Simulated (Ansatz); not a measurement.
ZnS under load (space group I-4m2), Ansatz (a program for electronic structure) with r2SCAN with spin-orbit coupling, rigid bands. Condition of this run: biaxial stress in (001) of -1 GPa (compression positive) (the target of the relaxation). Band gap 2.69 eV, N_c = 2.32e18 cm⁻³ and N_v = 1.97e19 cm⁻³ at 300 K, conductivity masses along x (a = (0.00, 2.71, 2.64) Å; b = (2.71, 0.00, 2.64) Å; c = (2.71, 2.71, 0.00) Å) of 0.206 mₑ (electrons) and 0.801 mₑ (holes). Take k_BT = 0.02585 eV.

Q: What thermal injection velocity √(2k_BT/πm) limits a ballistic channel along the direction named?

A: 1.19e7 cm/s for electrons and 6.01e6 cm/s for holes, a ratio of √(m_h/m_e) = 1.97, for dilute carriers.

Q: A film of it is 8 nm thick, with its normal along the direction named. Estimate the confinement energies in an infinite well.

A: ħ²π²/(2m t²) = 0.376 eV·nm²/(m/mₑ × t²) gives 28.5 meV for electrons and 7.34 meV for holes, so the gap would widen to about 2.73 eV. Finite barriers and nonparabolic bands lower this, and with several valleys or bands the heaviest mass along the normal sets the lowest level, not this average.

Q: Find the intrinsic carrier density and the intrinsic Fermi level.

A: n_i = √(N_c N_v) exp(−E_g/2k_BT) = 6.76e18 × exp(−52.03) = 1.7e-4 cm⁻³. The level lies (k_BT/2) ln(N_v/N_c) = 28 meV from mid-gap (positive towards the conduction band). Each 0.1 eV added to the gap lowers n_i by a factor of 6.9.

Rigid bands with the computed gap; masses take one relaxation time for all states. Geometry: cell and atoms relaxed with PBEsol.
